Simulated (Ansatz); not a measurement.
InP under load (space group F-43m), r2SCAN with spin-orbit coupling, rigid bands (Ansatz, a quantum-chemistry and plane-wave program). Condition of this run: hydrostatic pressure -2 GPa (the target of the relaxation). Band gap 0.82 eV, N_c = 4.49e17 cm⁻³ and N_v = 2.56e19 cm⁻³ at 300 K, conductivity masses of 0.0724 mₑ (electrons) and 0.589 mₑ (holes). Take k_BT = 0.02585 eV.

Q: Find the intrinsic carrier density and the intrinsic Fermi level.

A: n_i = √(N_c N_v) exp(−E_g/2k_BT) = 3.39e18 × exp(−15.86) = 4.4e11 cm⁻³. The level lies (k_BT/2) ln(N_v/N_c) = 52 meV from mid-gap (positive towards the conduction band). Each 0.1 eV added to the gap lowers n_i by a factor of 6.9.

Q: What thermal injection velocity √(2k_BT/πm) limits a ballistic channel?

A: 2.00e7 cm/s for electrons and 7.01e6 cm/s for holes, a ratio of √(m_h/m_e) = 2.85, for dilute carriers.

Q: What built-in voltage has an abrupt junction with N_A = 1e16 and N_D = 1e17 cm⁻³, all dopants ionised?

A: V_bi = E_g/e − (k_BT/e) ln(N_c N_v/(N_A N_D)) = 0.82 − 0.02585 × 9.35 = 0.58 V, for the computed gap.

Rigid bands with the computed gap; masses take one relaxation time for all states.
